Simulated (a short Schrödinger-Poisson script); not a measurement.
Structure: MOS inversion layer, SiO2 on p-type Si(100), at 300 K.

From the gate side: 0.9 nm SiO2; 1800 nm Si, acceptors 5.4e16 cm⁻³.

The device is made up for the run: typed textbook-type constants, with dimensions and the other settings drawn at random. SiO2: permittivity 3.9, conduction-band edge (eV) 3.15, gap (eV) 9, electron mass (mₑ) 0.5. Si: permittivity 11.7, conduction-band edge (eV) 0, gap (eV) 1.124, Nv at 300 K (cm⁻³) 3.1e19.

Channel valleys (confinement mass, in-plane density-of-states mass, number): Δ2 0.916, 0.19, 2; Δ4 0.19, 0.417, 4. At the gate the conduction-band edge of layer 1 lies 3.37 eV − eVg above the Fermi level of the channel; the field vanishes at the back. Gaps are held at their typed values at every temperature. Mesh 0.03 nm at interfaces.

Solved with a short Schrödinger-Poisson script written for these runs: 1D Poisson equation in equilibrium, electrons quantum, Hartree (BenDaniel-Duke, 12 states a valley, the channel's in-plane mass for all, wave functions ending at the dielectric), parabolic valleys, classical holes, full ionisation, no traps, pinning or gate leakage.

```
Vg (V)  electrons (cm⁻²)  C (μF/cm²)  Δ2 E0 (meV from the Fermi level)  Δ4 E0 (meV from the Fermi level)
------  ----------------  ----------  --------------------------------  --------------------------------
0.05              1.30e9      0.0839                             239.9                             267.1
0.1               7.98e9       0.119                             192.3                             220.2
0.15             4.50e10       0.299                             146.6                             175.5
0.2              1.87e11       0.759                             108.1                             139.0
0.25             4.93e11        1.25                              80.2                             114.7
0.3              9.36e11        1.60                              60.4                              99.2
0.35             1.47e12        1.84                              45.4                              88.7
0.4              2.07e12        2.01                              33.4                              81.2
0.45             2.72e12        2.14                              23.3                              75.5
0.5              3.40e12        2.24                              14.6                              70.9
0.55             4.11e12        2.32                               6.8                              67.2
0.6              4.85e12        2.39                              -0.2                              64.0
0.65             5.60e12        2.44                              -6.7                              61.2
0.7              6.37e12        2.49                             -12.8                              58.8
0.75             7.15e12        2.53                             -18.6                              56.5
0.8              7.95e12        2.56                             -24.0                              54.5
0.85             8.75e12        2.59                             -29.3                              52.6
0.9              9.56e12        2.62                             -34.4                              50.8
0.95             1.04e13        2.64                             -39.3                              49.1
```

Gate voltages with under 1e9 electrons/cm² are left out.

Task: At Vg = 0.95 V the lowest Δ2 subband lies at -39.3 meV from the Fermi level. How many electrons does it hold, and what share of all?

Result: The two-dimensional density of states is g m/(πħ²) = 1.59e11 cm⁻² meV⁻¹ (both spins), kT = 25.9 meV, so n = D kT ln(1 + exp(−E/kT)) = 7.06e12 cm⁻², 0.68 of the 1.04e13 cm⁻² in all.

Task: Compare the slope of the sheet density between 0.85 and 0.95 V with the geometric capacitance of the layers between gate and channel.

Result: q Δn/ΔV = 2.64 μF/cm²; ε0/Σ(t/ε) = 3.84 μF/cm². The ratio is 0.69: the channel acts as a further capacitance in series.
